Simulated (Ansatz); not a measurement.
Results of PBE0 in Ansatz (plane waves, PAW) for C11b WSi₂.

Input file:

Ansatz 0.2 input:
```yaml
crystal:
  lattice:
    - [-1.6027612219, 1.6027612219, 3.8972170551]
    - [1.6027612219, -1.6027612219, 3.8972170551]
    - [1.6027612219, 1.6027612219, -3.8972170551]
  atoms:
    - { symbol: Si, position: [0.6645228272, 0.6645228272, 0.0] }
    - { symbol: Si, position: [0.3354771728, 0.3354771728, 0.0] }
    - { symbol: W, position: [0.0, 0.0, 0.0] }
basis:
  ecutwfc: 460
  ecutrho_ratio: 4
  xc_grid: 2
kpoints:
  mp_grid: { grid: [12, 12, 12] }
hamiltonian:
  xc: pbe0
  dispersion: none
  pseudopotentials: { kind: paw }
scf:
  occupations: { method: fermi_dirac, width: 0.05 }
  convergence: { dr2_threshold: 0.0000000003 }
output:
  forces: true
  stress: true
  eigenvalues: true
```

Excerpt of the program's output:

```
WARN output.stress: scf.exx.energy_threshold = 1e-6 eV is looser than the 3e-8 eV advised for a stress under a hybrid functional (1e-8 eV for each atom of the …
Crystal: 3 atoms, lattice volume = 40.045 Å³
Basis set: ecut = 460 eV, 897 PW (Γ), exchange–correlation on 64×64×64 points (8 copies of the dense FFT grid, shifted against one another)
Bands: 15, of which v1, the nominal top of the filled ones, is band 11 counted from 1 (10 counted from 0)
Symmetry: 16 space group operations
Space group: I4/mmm (ITA 139), of the structure as read, at distance tolerance 3.4e-5 Å
k-points: 163 of 1728
Functional: x = pbe(κ = 0.804, μ = 0.2195149727645171), c = pbe(β = 0.06672455060314922), warm-up for x = 0.75 pbe(κ = 0.804, μ = 0.2195149727645171) + 0.25 exact, c = pbe(β = 0.06672455060314922)
SCF iter   1: F=—  HF=-11657.432398 eV  |F-HF|=—  |Δ(HF+E_count)|=         —  Δρ=5.95e-3  dr2=1.80e-2
SCF iter   2: F=—  HF=-11657.429043 eV  |F-HF|=—  |Δ(HF+E_count)|=   3.35e-3  Δρ=2.61e-3  dr2=2.12e-3
  ...
SCF 1 converged in 7 iterations: F = -11657.428786 eV  dr2 = 2.10e-10
Crystal: 3 atoms, lattice volume = 40.045 Å³
Initial density: handed on by an earlier stage of this run
Functional: x = 0.75 pbe(κ = 0.804, μ = 0.2195149727645171) + 0.25 exact, c = pbe(β = 0.06672455060314922)
Crystal: 3 atoms, lattice volume = 40.045 Å³
Crystal: 3 atoms, lattice volume = 40.045 Å³
SCF iter   3: F=—  HF=-11657.337658 eV  |F-HF|=—  |Δ(HF+E_count)|=   2.03e-9  Δρ=6.36e-7  dr2=3.14e-10
SCF iter   4: F=-11657.337658 eV  HF=-11657.337658 eV  |F-HF|=5.46e-12  |Δ(HF+E_count)|=  4.80e-10  Δρ=1.55e-7  dr2=1.10e-11
SCF 4 converged in 4 iterations: F = -11657.337658 eV  dr2 = 1.10e-11
Free energy (F): -11657.337658 eV
Internal energy: -11657.336929 eV  (E = F + TS)
E sigma→0 (E₀):  -11657.337294 eV
Fermi energy:    16.840269 eV
--- Forces (eV/Å), atoms counted from 1 ---
  atom   1  Si    -0.00000000    -0.00000000     0.00177381
  atom   2  Si     0.00000000    -0.00000000    -0.00177381
  atom   3  W      0.00000000    -0.00000000    -0.00000000
--- Stress (GPa, compression-positive) ---
       -0.008274       0.000000      -0.000000
        0.000000      -0.008274       0.000000
        0.000000       0.000000       0.026361
  P = ⅓ Tr σ = 0.0033 GPa (0.033 kbar)
```

The PAW data were made under PBE.

Note: the run has no spin polarisation, so it can have missed a magnetic state. Note: the run warned that the count of filled bands differs between k points.

It cost about 12 core-minutes (a rough figure) of CPU time.

Ansatz is a program for electronic structure.
